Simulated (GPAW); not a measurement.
Worked example: self-consistent single point of MgCd3 (P-6m2, 4 atoms in the cell) in GPAW.

Method of the run: PBEsol, GPAW PAW datasets PBEsol (made by gpaw-setup) (plane waves; GPAW).

The change in words: lattice scaled by 0.98. Reference geometry:
```xyz
4
Lattice="3.1346 0.0000 0.0000 -1.5673 2.7146 0.0000 0.0000 0.0000 10.0384" Properties=species:S:1:pos:R:3 pbc="T T T"
Mg     0.0000     0.0000     5.0192
Cd     0.0000     0.0000     0.0000
Cd     1.5673     0.9049     7.5066
Cd     1.5673     0.9049     2.5318
```

Reference input (self-consistent single point, DFT PBEsol, plane waves, GPAW PAW datasets PBEsol (made by gpaw-setup)): mode = pw; ecut = 850 eV; xc = PBEsol; kpts = 10 10 3; mesh shift (steps) = 0 0 0; occupations.name = methfessel-paxton; occupations.width = 0.05 eV; occupations.order = 0; nbands = -10; convergence.forces = 0.001 eV/Å; symmetry.symmorphic = false; symmetry.tolerance = 0.0005. This run's input differs from it in these lines:

```diff
@@ -5,9 +5,9 @@
 atoms = Atoms(['Mg', 'Cd', 'Cd', 'Cd'],
-              cell=[[3.134580, 0.000000, 0.000000],
-                    [-1.567290, 2.714626, 0.000000],
-                    [0.000000, 0.000000, 10.038410]],
-              positions=[[0.000000, 0.000000, 5.019205],
+              cell=[[3.071888, 0.000000, 0.000000],
+                    [-1.535944, 2.660333, 0.000000],
+                    [0.000000, 0.000000, 9.837642]],
+              positions=[[0.000000, 0.000000, 4.918821],
                          [0.000000, 0.000000, 0.000000],
-                         [1.567292, 0.904874, 7.506623],
-                         [1.567292, 0.904874, 2.531787]],
+                         [1.535946, 0.886777, 7.356490],
+                         [1.535946, 0.886777, 2.481152]],
               pbc=True)
```

Output (repeated stretches shortened):

```
     iter     time        total  log10-change:
                         energy   eigst   dens  force
iter:   1 --:--:--    -6.658198
iter:   2 --:--:--    -6.445435   -1.15  -1.43
iter:   3 --:--:--    -6.235310   -1.80  -1.47
iter:   4 --:--:--    -6.146274   -2.23  -1.58
iter:   5 --:--:--    -6.234903   -2.24  -1.84
iter:   6 --:--:--    -6.147246   -2.91  -2.14
iter:   7 --:--:--    -6.137853   -3.28  -2.56
iter:   8 --:--:--    -6.135992c  -4.58  -2.84
iter:   9 --:--:--    -6.135415c  -4.71  -3.10
iter:  10 --:--:--    -6.135469c  -5.30  -3.56
iter:  11 --:--:--    -6.135395c  -5.69  -3.67
iter:  12 --:--:--    -6.135390c  -6.50  -3.86
iter:  13 --:--:--    -6.135381c  -6.60  -3.91
iter:  14 --:--:--    -6.135383c  -7.43c -4.10c
iter:  15 --:--:--    -6.135381c  -6.73  -4.15c
iter:  16 --:--:--    -6.135381c  -7.98c -4.75c -1.69
iter:  17 --:--:--    -6.135381c  -8.99c -4.91c -3.00
iter:  18 --:--:--    -6.135381c  -8.66c -5.01c -3.43c
Converged after 18 iterations.

Dipole moment: (5.032396, -2.905449, -0.000000) |e|*Ang

Energy contributions relative to reference atoms: (reference = -461744.616380)

Kinetic:        +14.013213
Potential:       -7.163834
External:        +0.000000
XC:             -13.305125
Entropy (-ST):   -0.002165
Local:           +0.321447
SIC:             +0.000000
--------------------------
Free energy:     -6.136464
Extrapolated:    -6.135381

Showing only first 2 kpts
 Kpt  Band  Eigenvalues  Occupancy
  0    21      0.61049    2.00000
  0    22      4.96498    2.00000
  0    23      6.44832    2.00000
  0    24     13.42782    0.00000

  1    21      1.72629    2.00000
  1    22      3.46066    2.00000
  1    23      8.26491    0.00000
  1    24     10.98214    0.00000

Fermi level: 7.58062

No gap
No difference between direct/indirect transitions
Energy (eV): -6.135381

Forces in eV/Ang:
  0 Mg    0.00000    0.00000    0.00000
  1 Cd    0.00000    0.00000    0.00000
  2 Cd    0.00000    0.00000   -0.05087
  3 Cd    0.00000    0.00000    0.05087

Stress tensor:
    -0.012352     0.000000     0.000000
     0.000000    -0.012352     0.000000
     0.000000     0.000000    -0.016039
Stress (GPa, Voigt): [-1.979  -1.979  -2.5697  0.      0.      0.    ]
```

The run converged in 18 iterations. GPAW prints stress with tension positive. Against the reference run the free energy goes up by 3.2 meV/atom, the pressure goes from -1.18 to 2.18 GPa and the largest force goes from 0.011 to 0.051 eV/Å.

The starting cell comes from a database of computed structures (which also holds hypothetical and non-ambient phases and stackings), without a prior relaxation at this level. For this run, on top of that: lattice scaled by 0.98.

Cost on one core of a shared machine: roughly 2 min.
